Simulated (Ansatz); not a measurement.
A computed series for AlP: point defects

The parent structure is a 24-atom supercell of AlP in the zinc blende structure (space group F-43m, No. 216) at its relaxed geometry.

```xyz
24
Lattice="0.0000 5.4705 5.4705 5.4705 -5.4705 5.4705 5.4705 5.4705 0.0000" Properties=species:S:1:pos:R:3 pbc="T T T"
P      1.3676     1.3676     1.3676
P      4.1029     4.1029     1.3676
P      4.1029     1.3676     4.1029
P      6.8381     4.1029     4.1029
P      6.8381     1.3676     6.8381
P      4.1029    -1.3676     6.8381
P      1.3676     4.1029     4.1029
P      4.1029     6.8381     4.1029
P      4.1029     4.1029     6.8381
P      6.8381     6.8381     6.8381
P      6.8381    -1.3676     4.1029
P      4.1029    -4.1029     4.1029
Al     0.0000     0.0000     0.0000
Al     2.7353     2.7353     0.0000
Al     2.7353     0.0000     2.7353
Al     5.4705     2.7353     2.7353
Al     5.4705     0.0000     5.4705
Al     8.2058     2.7353     5.4705
Al     0.0000     2.7353     2.7353
Al     2.7353     5.4705     2.7353
Al     2.7353     2.7353     5.4705
Al     5.4705     5.4705     5.4705
Al     5.4705     2.7353     8.2058
Al     8.2058     5.4705     8.2058
```

One neutral defect a cell, atoms relaxed at fixed cell.

Level of theory: PBEsol (Ansatz, a quantum-chemistry and plane-wave program; PAW; 420 eV plane waves; no spin-orbit coupling).

| change | pressure | largest displacement of a host atom from its site in the perfect cell | total moment of the cell |
|---|---|---|---|
| perfect supercell | 0.0 GPa | – | – |
| Al on a P site (antisite) | 1.9 GPa | 0.21 Å | 0.6 μB |
| Al interstitial (started 2.23 Å from the nearest host atom) | [?] | [?] | 0.0 μB |
| P on a Al site (antisite) | -0.3 GPa | 0.06 Å | 0.0 μB |
| Nb on a Al site | 1.0 GPa | 0.09 Å | 2.0 μB |

Q: What belongs in the blanks?

A: 
- Al interstitial (started 2.23 Å from the nearest host atom), pressure: 1.5 GPa
- Al interstitial (started 2.23 Å from the nearest host atom), largest displacement of a host atom from its site in the perfect cell: 0.32 Å

The magnetic state is the one reached from the starting moments; the real material's order can differ, and small cells can't hold many antiferromagnetic ones. In so small a cell the defect repeats every few ångströms: this is an ordered compound, not a dilute defect. A case with no gap was solved on a k-mesh chosen for an insulator, which is coarse for it. Starting moments died away, wholly or in part, for Al on a P site (antisite), Al interstitial (started 2.23 Å from the nearest host atom) and P on a Al site (antisite); another magnetic solution may exist.
